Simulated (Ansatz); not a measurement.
Start from CsSnI3 in the cubic perovskite structure (space group Pm-3m, No. 221; a = 6.131 Å).

Method: PBEsol/PAW in Ansatz (a program for electronic structure), no spin-orbit coupling.

Strains are applied to the cell and any free atomic positions relax.

One change was made to it. Results:

```json
[
 {"quantity": "pressure", "base": "0.00 GPa", "after": "-1.09 GPa"},
 {"quantity": "mean gap deformation potential ΔEg/Δln V", "base": "–", "after": "+4.4 eV"},
 {"quantity": "energy relative to the base (free energy F)", "base": "0 meV/atom", "after": "+12 meV/atom"}
]
```

Q: What was done to the base?
A) isotropic strain +1.80 %
B) isotropic strain +1.20 %
C) isotropic strain +0.60 %
D) isotropic strain +3.00 %
E) isotropic strain +2.40 %

A: E, isotropic strain +2.40 %. For comparison, the energy relative to the base in the other runs: isotropic strain +1.80 % gives +7.1 meV/atom; isotropic strain +3.00 % gives +19 meV/atom; isotropic strain +0.60 % gives +0.8 meV/atom; isotropic strain +1.20 % gives +3.2 meV/atom.

Spin-orbit coupling, missing from the scalar runs, can matter with I. Whether these cells are dynamically stable was not tested. Many cubic perovskites are stable only at high temperature; tilts and polar distortions were not tested.
